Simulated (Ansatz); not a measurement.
Antifluorite Be2C was calculated with PBEsol-D3(BJ) (Ansatz, a quantum-chemistry and plane-wave program, plane waves, PAW).

Numerical settings: plane-wave cutoff 520 eV, 14×14×14 k mesh, Fermi–Dirac smearing 0.01 eV, scalar-relativistic PAW data made under PBE.

Response to compression and expansion:

```
V (Å³/atom)  P (GPa)  direct gap at Γ (eV)  smallest gap on the k mesh (eV)
-----------  -------  --------------------  -------------------------------
6.103          14.74                 4.279                            1.116
6.233           9.36                 4.241                            1.107
6.363           4.45                 4.204                            1.099
6.493          -0.03                 4.167                            1.090
6.623          -4.14                 4.131                            1.082
6.752          -7.89                 4.096                            1.073
6.882         -11.33                 4.061                            1.065
```

The fundamental gap (1.09 eV at the equilibrium volume, with added k points) lies elsewhere than Γ–Γ.
